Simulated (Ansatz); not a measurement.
A computed series for Si: response to strain

The reference is Si in the diamond structure (space group Fd-3m, No. 227; a = 5.444 Å). Axes: x, y, z lie along the cube axes.

Strains are applied to the cell and any free atomic positions relax; under biaxial strain the out-of-plane vector relaxes too.

Method: r2SCAN/PAW in Ansatz (an electronic-structure program), no SOC.

Candidates:
(a) biaxial strain −1.04 %, plane normal [001], relaxed out of plane
(b) biaxial strain +2.84 %, plane normal [111], relaxed out of plane
(c) tensor shear ε_xz = −0.50 %

Before the change:

The band gap is 0.78 eV.

Problem. Order them by band gap, highest first.

Solution. (c) tensor shear ε_xz = −0.50 % (0.72 eV), (a) biaxial strain −1.04 %, plane normal [001], relaxed out of plane (0.65 eV), (b) biaxial strain +2.84 %, plane normal [111], relaxed out of plane (0.59 eV)

Stability against distortions was not tested.
